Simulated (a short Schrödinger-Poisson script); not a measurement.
System: MOS inversion layer, SiO2 on p-type Si(100), at 400 K.

From the gate side: 0.9 nm SiO2; 1300 nm Si, acceptors 1.1e17 cm⁻³.

Constants are typed, rounded textbook-type inputs, not results; the design itself was drawn at random and stands for no fabricated device. SiO2: permittivity 3.9, conduction-band edge (eV) 3.15, gap (eV) 9, electron mass (mₑ) 0.5. Si: permittivity 11.7, conduction-band edge (eV) 0, gap (eV) 1.124, Nv at 300 K (cm⁻³) 3.1e19.

Channel valleys (confinement mass, in-plane density-of-states mass, number): Δ2 0.916, 0.19, 2; Δ4 0.19, 0.417, 4. At the gate the conduction-band edge of layer 1 lies 3.67 eV − eVg above the Fermi level of the channel; the field vanishes at the back. Gaps are held at their typed values at every temperature. Mesh 0.03 nm at interfaces.

From a short Schrödinger-Poisson script (our own, NumPy): 1D Poisson equation in equilibrium, electrons quantum, Hartree (BenDaniel-Duke, 12 states a valley, the channel's in-plane mass for all, wave functions ending at the dielectric), parabolic valleys, classical holes, full ionisation, no traps, pinning or gate leakage.

```
Vg (V)  electrons (cm⁻²)  C (μF/cm²)  Δ2 E0 (meV from the Fermi level)  Δ4 E0 (meV from the Fermi level)
------  ----------------  ----------  --------------------------------  --------------------------------
0.3               2.84e9       0.129                             307.2                             339.5
0.35             1.07e10       0.156                             260.4                             293.7
0.4              3.87e10       0.255                             214.9                             249.3
0.45             1.25e11       0.510                             173.0                             209.0
0.5              3.21e11       0.898                             138.1                             176.7
0.55             6.46e11        1.27                             110.9                             153.1
0.6              1.08e12        1.55                              89.9                             136.1
0.65             1.59e12        1.77                              73.0                             123.7
0.7              2.17e12        1.93                              59.0                             114.1
0.75             2.79e12        2.06                              47.1                             106.5
0.8              3.45e12        2.17                              36.6                             100.3
0.85             4.14e12        2.25                              27.3                              95.1
0.9              4.85e12        2.32                              18.9                              90.7
0.95             5.58e12        2.38                              11.2                              86.8
1                6.33e12        2.43                               4.0                              83.4
1.05             7.10e12        2.48                              -2.7                              80.4
1.1              7.88e12        2.52                              -9.1                              77.6
1.15             8.67e12        2.55                             -15.1                              75.0
1.2              9.47e12        2.58                             -20.9                              72.6
1.25             1.03e13        2.61                             -26.5                              70.4
```

Gate voltages with under 1e9 electrons/cm² are left out.

At Vg = 1.25 V the lowest Δ2 subband lies at -26.5 meV from the Fermi level. How many electrons does it hold, and what share of all?

The two-dimensional density of states is g m/(πħ²) = 1.59e11 cm⁻² meV⁻¹ (both spins), kT = 34.5 meV, so n = D kT ln(1 + exp(−E/kT)) = 6.29e12 cm⁻², 0.61 of the 1.03e13 cm⁻² in all.

Compare the slope of the sheet density between 1.15 and 1.25 V with the geometric capacitance of the layers between gate and channel.

q Δn/ΔV = 2.61 μF/cm²; ε0/Σ(t/ε) = 3.84 μF/cm². The ratio is 0.68: the channel acts as a further capacitance in series.
